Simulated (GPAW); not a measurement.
Input and output of a self-consistent single point for CaC2 (C2/c, 6 atoms in the cell) (GPAW)

Computed with PBEsol, GPAW PAW datasets PBEsol (made by gpaw-setup) (plane waves; GPAW 25.7.0).

This input was run:

```python
from ase import Atoms
from ase.units import GPa
from gpaw import GPAW, PW

atoms = Atoms(['Ca', 'Ca', 'C', 'C', 'C', 'C'],
              cell=[[3.344659, -2.110839, 0.000000],
                    [3.344659, 2.110839, 0.000000],
                    [-2.229198, 0.000000, 7.149483]],
              scaled_positions=[[0.174520, 0.825480, 0.750000],
                                [0.825480, 0.174520, 0.250000],
                                [0.420710, 0.139670, 0.560120],
                                [0.579290, 0.860330, 0.439880],
                                [0.860330, 0.579290, 0.939880],
                                [0.139670, 0.420710, 0.060120]],
              pbc=True)

calc = GPAW(mode=PW(950),
            xc='PBEsol',
            kpts=(5, 5, 3),
            occupations={'name': 'fixed-uniform'},
            nbands=-8,
            convergence={'forces': 0.001, 'bands': -6},
            symmetry={'symmorphic': False, 'tolerance': 0.0005},
            maxiter=100,
            txt='-')

atoms.calc = calc

energy = atoms.get_potential_energy()
print('Energy (eV):', round(energy, 6))
forces = atoms.get_forces()
print('Forces (eV/Ang):')
print(forces.round(5))
stress = atoms.get_stress()
print('Stress (GPa, Voigt):', (stress / GPa).round(4))
```

Output (repeated stretches shortened):

```
Input parameters:
  convergence: {bands: -6,
                forces: 0.001}
  kpts: [5 5 3]
  maxiter: 100
  mode: {ecut: 950.0,
         name: pw}
  nbands: -8
  occupations: {name: fixed-uniform}
  symmetry: {symmorphic: False,
             tolerance: 0.0005}
  xc: PBEsol

species:
  Ca:
    name: Calcium
    Z: 20.0
    valence: 10
    core: 10
    charge: 0.0
    file: Ca.PBEsol.gz

    # Using partial waves for Ca as LCAO basis

  C:
    name: Carbon
    Z: 6.0
    valence: 4
    core: 2
    charge: 0.0
    file: C.PBEsol.gz

    # Using partial waves for C as LCAO basis

Reference energy: -41066.953020  # eV

Spin-paired calculation

Convergence criteria:
 Maximum [total energy] change in last 3 cyles: 0.0005 eV / valence electron
 Maximum integral of absolute [dens]ity change: 0.0001 electrons / valence electron
 Maximum integral of absolute [eigenst]ate change: 4e-08 eV^2 / valence electron
 Maximum change in the atomic [forces] across last 2 cycles: 0.001 eV/Ang OR
Maximum error relative to the maximum force is below inf
 Maximum number of scf [iter]ations: 100

Symmetries present (total): 4
Symmetries with fractional translations: 2
75 k-points: 5 x 5 x 3 Monkhorst-Pack grid
24 k-points in the irreducible part of the Brillouin zone
       k-points in crystal coordinates                weights
   0:     0.00000000    0.00000000    0.00000000          1/75
   1:     0.00000000    0.00000000    0.33333333          2/75
   2:     0.20000000   -0.20000000    0.00000000          2/75
   [... 7 lines left out ...]
          ...
  23:     0.40000000    0.40000000    0.33333333          2/75

Wave functions: Plane wave expansion
  Cutoff energy: 950.000 eV
  Number of coefficients (min, max): 6663, 6744
  Pulay-stress correction: 0.000000 eV/Ang^3 (de/decut=0.000000)

Occupation numbers: # Uniform distribution of occupation numbers

Eigensolver

Densities:
  Coarse grid: 30*30*54 grid
  Fine grid: 60*60*108 grid
  Total Charge: 0.000000

Density mixing:
  Method: separate
  Backend: pulay
  Linear mixing parameter: 0.05
  old densities: 5
  Damping of long wavelength oscillations: 50

Hamiltonian:
  XC and Coulomb potentials evaluated on a 60*60*108 grid
  External potential:
    NoExternalPotential

XC parameters: PBEsol with 2 nearest neighbor stencil

Number of atoms: 6
Number of atomic orbitals: 26
Number of bands in calculation: 26
Number of valence electrons: 36
Bands to converge: 20

Density initialized from atomic densities
  26 bands from LCAO basis set

Atomic positions and initial magnetic moments

Positions:
   0 Ca     1.672761    1.374072    5.362112    ( 0.0000,  0.0000,  0.0000)
   1 Ca     2.787359   -1.374072    1.787371    ( 0.0000,  0.0000,  0.0000)
   2 C      0.625662   -0.593230    4.004568    ( 0.0000,  0.0000,  0.0000)
   3 C      3.834458    0.593230    3.144915    ( 0.0000,  0.0000,  0.0000)
   4 C      2.719859   -0.593230    6.719656    ( 0.0000,  0.0000,  0.0000)
   5 C      1.740261    0.593230    0.429827    ( 0.0000,  0.0000,  0.0000)

Unit cell:
           periodic     x           y           z      points  spacing
  1. axis:    yes    3.344659   -2.110839    0.000000    30     0.1174
  2. axis:    yes    3.344659    2.110839    0.000000    30     0.1174
  3. axis:    yes   -2.229198    0.000000    7.149483    54     0.1324

  Lengths:   3.955046   3.955046   7.488954
  Angles:  104.579664 104.579664  64.512652

Effective grid spacing dv^(1/3) = 0.1276

     iter     time        total  log10-change:
                         energy   eigst   dens  force
iter:   1 --:--:--   -46.504870   +0.57
iter:   2 --:--:--   -45.759954   -0.35  -0.93
iter:   3 --:--:--   -42.547728   +0.04  -0.98
iter:   4 --:--:--   -42.583120   -0.67  -1.37
iter:   5 --:--:--   -43.370986   -0.75  -1.42
iter:   6 --:--:--   -42.525603   -0.84  -1.33
iter:   7 --:--:--   -42.530212   -1.96  -2.35
iter:   8 --:--:--   -42.548975   -2.46  -2.36
iter:   9 --:--:--   -42.529854   -2.03  -2.12
iter:  10 --:--:--   -42.530114   -2.94  -3.08
iter:  11 --:--:--   -42.529883c  -3.56  -2.97
iter:  12 --:--:--   -42.529882c  -4.03  -3.07
iter:  13 --:--:--   -42.529804c  -3.86  -3.17
iter:  14 --:--:--   -42.529772c  -4.51  -3.47
iter:  15 --:--:--   -42.529767c  -4.89  -3.80
iter:  16 --:--:--   -42.529768c  -5.29  -4.01c
iter:  17 --:--:--   -42.529767c  -5.50  -4.03c
iter:  18 --:--:--   -42.529767c  -5.82  -4.21c
iter:  19 --:--:--   -42.529767c  -6.16  -4.23c
iter:  20 --:--:--   -42.529767c  -6.44  -4.25c
iter:  21 --:--:--   -42.529767c  -6.73  -4.36c
iter:  22 --:--:--   -42.529767c  -6.84  -4.38c
iter:  23 --:--:--   -42.529767c  -7.24  -4.51c
iter:  24 --:--:--   -42.529767c  -7.52c -4.58c
iter:  25 --:--:--   -42.529767c  -7.43c -4.63c -3.18c

Converged after 25 iterations.

Dipole moment: (-0.000000, -0.000000, -0.000000) |e|*Ang

Energy contributions relative to reference atoms: (reference = -41066.953020)

Kinetic:        +29.715773
Potential:      -29.202199
External:        +0.000000
XC:             -41.960605
Entropy (-ST):   +0.000000
Local:           -1.082737
SIC:             +0.000000
--------------------------
Free energy:    -42.529767
Extrapolated:   -42.529767

Showing only first 2 kpts
 Kpt  Band  Eigenvalues  Occupancy
  0    16      1.78188    2.00000
  0    17      1.96200    2.00000
  0    18      5.41961    0.00000
  0    19      6.21629    0.00000

  1    16      1.83402    2.00000
  1    17      2.00974    2.00000
  1    18      5.69309    0.00000
  1    19      6.42721    0.00000

Fermi level: 3.41841

Gap: 2.223 eV
Transition (v -> c):
  (s=0, k=2, n=17, [0.20, -0.20, 0.00]) -> (s=0, k=22, n=18, [0.40, 0.40, 0.00])
Direct/indirect transitions are different
Direct gap: 2.805 eV
Transition at: (s=0, k=23, n=17, [0.40, 0.40, 0.33])
Energy (eV): -42.529767

Forces in eV/Ang:
  0 Ca   -0.00000   -0.10662   -0.00000
  1 Ca    0.00000    0.10662    0.00000
  2 C    -0.08318   -0.44493   -0.38658
  3 C     0.08318    0.44493    0.38658
  4 C     0.08318   -0.44493    0.38658
  5 C    -0.08318    0.44493   -0.38658

Stress tensor:
     0.022730     0.000000     0.002459
     0.000000     0.034090     0.000000
     0.002459     0.000000     0.030624
Stress (GPa, Voigt): [3.6418 5.4618 4.9064 0.     0.394  0.    ]
```

The run converged in 25 iterations. GPAW prints stress with tension positive.

At such cutoffs GPAW's stress carries a finite-basis (Pulay) error, which enters relaxed cells too; its log prints stress with tension positive.

The starting cell comes from a database of computed structures (which also holds hypothetical and non-ambient phases and stackings), without a prior relaxation at this level. Its lattice was rescaled by a random factor within 2.5 % of one.

Cost on one core of a shared machine: roughly 2 min.
